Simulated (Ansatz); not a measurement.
Defect: O vacancy in rutile SnO2, charge state +2. These are PBE, PAW (plane waves to 420 eV; Ansatz, an electronic-structure program) values and carry that method's errors.

Settings: 72 host sites, the relaxed PBE lattice, one k-point at (0.250, 0.250, 0.250), smearing 0.01 eV, spin-restricted, no image-charge correction. Energies are static. The charge state is imposed; whether it is stable for some Fermi level was not computed. Forms of the defect that were not tried may lie lower.

Barriers: single points on a 2×2×2 k-point mesh shifted by half a step at the bands' geometries.

The step: a nearby O atom hops onto the vacant site; the atom moves 2.37 Å along (-0.35, -0.35, 0.00) of the unit cell; the moving atom starts with neighbours 2 Sn at 2.03, Sn at 2.23 Å and ends with 2 Sn at 2.03, Sn at 2.23 Å.

**Question.** Give the migration barrier of this step at the level PBE, PAW.

**Answer.** 1.09 eV, the same both ways. At the saddle the moving atom has neighbours 2 Sn at 1.87 Å. The saddle point's order was not checked, and it lies on a symmetry element of the cell, where a band can be held.
